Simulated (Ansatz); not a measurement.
**Sc, response to strain**

Consider Sc in the hcp (Mg type) structure (space group P6_3/mmc, No. 194; a = 3.275 Å, c = 5.105 Å; relaxed with 0.1 eV smearing). Axes: x lies along a and z along c of the hexagonal cell.

Strains are applied to the cell and any free atomic positions relax.

All numbers come from plane-wave PAW DFT at the PBEsol level (Ansatz, a quantum-chemistry and plane-wave program, 420 eV), no spin-orbit coupling.

Notes on the quantities. pressure: mean of the normal stresses, compression positive; energy relative to the base: free energy F.

```csv
variant,pressure,volume per atom,energy relative to the base
base,0.0 GPa,23.71 Å³,0 meV/atom
uniaxial strain ε_zz = −3.00 %,1.8 GPa,23.00 Å³,+7.2 meV/atom
uniaxial strain ε_zz = −2.00 %,?,23.24 Å³,?
uniaxial strain ε_zz = −1.50 %,0.9 GPa,23.36 Å³,+1.8 meV/atom
uniaxial strain ε_zz = −1.00 %,0.6 GPa,23.48 Å³,+0.8 meV/atom
uniaxial strain ε_zz = −0.50 %,0.3 GPa,23.60 Å³,+0.2 meV/atom
uniaxial strain ε_zz = +0.50 %,-0.3 GPa,23.83 Å³,+0.2 meV/atom
uniaxial strain ε_zz = +1.00 %,-0.5 GPa,23.95 Å³,+0.8 meV/atom
uniaxial strain ε_zz = +2.00 %,-1.0 GPa,24.19 Å³,+3.0 meV/atom
uniaxial strain ε_zz = +2.50 %,-1.3 GPa,24.31 Å³,+4.6 meV/atom
```

Task: Fill in the withheld entries from the trend.

Result: 
- uniaxial strain ε_zz = −2.00 %, pressure: 1.1 GPa
- uniaxial strain ε_zz = −2.00 %, energy relative to the base: +3.2 meV/atom

No phonon test of stability was made. All final runs are without spin polarisation.
